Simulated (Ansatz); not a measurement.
Abridged Ansatz (an electronic-structure program) output:

```
Relaxation: its limit of steps is 50 (relax.max_steps)
Pseudopotential: Rh, paw, valence charge 17
Crystal: 1 atoms, lattice volume = 13.529 Å³
Basis set: ecut = 500 eV, 331 PW (Γ), exchange–correlation on 80×80×80 points (64 copies of the dense FFT grid, shifted against one another)
Bands: 13, of which v1, the nominal top of the filled ones, is band 9 counted from 1 (8 counted from 0)
Symmetry: 16 space group operations
k-points: 1992 of 27000
Functional: x = r2scan, c = r2scan; τ floored in thin density (d = 2e-4 eV/Å³)
SCF iter   1: F=—  HF=-6415.277795 eV  |F-HF|=—  |Δ(HF+E_count)|=         —  Δρ=1.02e-2  dr2=4.00e-3  dr2_τ=1.03e-2  ethr=1.77e-3  ⟨swp⟩=5.3  Hψ=147783  notcnv=0
SCF iter   2: F=—  HF=-6415.289282 eV  |F-HF|=—  |Δ(HF+E_count)|=   1.15e-2  Δρ=5.50e-3  dr2=1.25e-3  dr2_τ=2.01e-4  ethr=2.35e-5  ⟨swp⟩=2.0  Hψ=59540  notcnv=0
SCF 1 converged in 8 iterations: F = -6415.289603 eV  dr2 = 3.76e-11
relax step   1: F+E_penalty+E_count = -6415.28960319 eV  Δ(F+E_penalty+E_count) = +0.000e0 eV  max|allowed force component| = 0.000e0 eV/Å  Δτ_max = 0.0000 Å  (8 SCF iters, accepted)
Crystal: 1 atoms, lattice volume = 13.529 Å³
SCF iter   1: F=—  HF=-6415.289603 eV  |F-HF|=—  |Δ(HF+E_count)|=         —  Δρ=6.08e-7  dr2=3.76e-11  dr2_τ=1.53e-12  ethr=1.00e-12  ⟨swp⟩=1.3  Hψ=154537  notcnv=0
SCF iter   2: F=-6415.289603 eV  HF=-6415.289603 eV  |F-HF|=2.00e-11  |Δ(HF+E_count)|=  4.91e-11  Δρ=3.64e-7  dr2=8.73e-12  dr2_τ=8.83e-13  ethr=1.00e-12  ⟨swp⟩=4.0  Hψ=75420  notcnv=0
SCF 2 converged in 2 iterations: F = -6415.289603 eV  dr2 = 8.73e-12
SCF converged after 2 iterations
Free energy (F): -6415.289603 eV
Internal energy: -6415.248518 eV  (E = F + TS)
E sigma→0 (E₀):  -6415.269061 eV
Entropy (-TS):   -0.041085 eV (-41.085 meV/atom)
Fermi energy:    22.665199 eV
--- Forces (eV/Å), atoms counted from 1 ---
  atom   1  Rh     0.00000000    -0.00000000    -0.00000000
--- Stress (GPa, compression-positive) ---
        3.168124       0.000000      -0.000000
        0.000000       3.168124      -0.000000
       -0.000000      -0.000000       6.965966
  P = ⅓ Tr σ = 4.4341 GPa (44.341 kbar)
--- Relaxed structure (1 steps of the walk, 1 accepted, 0 SCFs on fresh bases) ---
  atoms:
    - { symbol: Rh, position: [0.0, 0.0, 0.0] }
```

### Question
What was computed, and what are the main results?

### Answer
Rh, 1 atom in the cell, with plane-wave PAW DFT at the r2SCAN level (Ansatz, 500 eV), without spin-orbit coupling. The last SCF converged to F = -6415.289603 eV, or -6415.2896 eV per atom, at a pressure of 4.43 GPa. The total energy compares only with runs of the same code, potentials and settings.

The cells carry an imposed strain or load. Whether these cells are dynamically stable was not tested. The final runs are not spin-polarised. The cell was made from Rh in the fcc (Cu type) structure (space group Fm-3m, No. 225) by this change: uniaxial strain ε_zz = −1.50 %.

Keys are those of Ansatz 0.2.
